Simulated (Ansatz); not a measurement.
Amorphous Hf18O41P2, 61 atoms at 8.49 g/cm³, one PBE-relaxed geometry, zone centre. Methods: PBE, scalar-relativistic without spin-orbit coupling (Ansatz, a program for electronic structure); r2SCAN, scalar-relativistic without spin-orbit coupling (Ansatz); HSE06, scalar-relativistic without spin-orbit coupling (Ansatz). Plane waves to 420 eV (r2SCAN 500 eV); exact exchange is cut at the cell's faces. At PBE the levels at the filled edge of the gap are localised (band-tail or defect states). All rungs ran without spin polarisation.

The cell was made by melting and quenching with the CHGNet potential and then relaxed with DFT. O atoms were pushed apart under 1.9 Å during the dynamics, to hinder bonds among them. The hot cell started wider than the set density and was brought back towards it in steps. It is the lowest in DFT energy of 2 quenches. It is a model cell: composition and starting density were chosen by hand, and all elements were melted together. No dispersion term was used. Its density started from a set value of 8.17 and ended at 8.49 g/cm³. The simulated quench (nominally 450 K/ps over its main leg) is rapid and tends to freeze in more defects than a deposited or slowly cooled glass has. A cell of this size samples the disorder only roughly. Volume and shape were free in the relaxation.

The relaxation ran on the zone centre alone. At PBE the level gap is 3.94 eV on a 2×2×2 Γ-centred mesh, and the spacing at the zone centre alone 4.08 eV.

What zone-centre spacing does r2SCAN give, roughly?

4.56 eV (+0.48 eV against PBE).

What zone-centre spacing does HSE06 give, roughly?

5.68 eV (+1.60 eV against PBE).

The highest filled and the lowest empty state spread over these numbers of atoms (participation numbers): PBE: 9.9 and 26.9; r2SCAN: 9.6 and 28.4; HSE06: 9.7 and 28.0.
